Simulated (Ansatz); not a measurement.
Take SiO$_{2}$ (space group P3_221, No. 154; a = 4.949 Å, c = 5.441 Å) as the base.

The values are results of plane-wave PAW DFT at the PBEsol level (Ansatz, a first-principles code, 420 eV), no SOC, not measurements.

Before the change:

| Item | Value |
|---|---|
| Width of the top valence band | 0.57 eV |

One thing is altered: the cell is scaled by 1.0225 in all directions; the atoms relax in the strained cell.

Task: What does the calculation give for the energy relative to the base after the change?

Result: The energy grows by 5.1 meV/atom.

Task: What happens to the width of the top valence band?

Result: The width of the top valence band grows by 0.04 eV, from 0.57 eV to 0.61 eV.

The levels and masses belong to the bands next to the band gap. Stability against distortions was not tested.
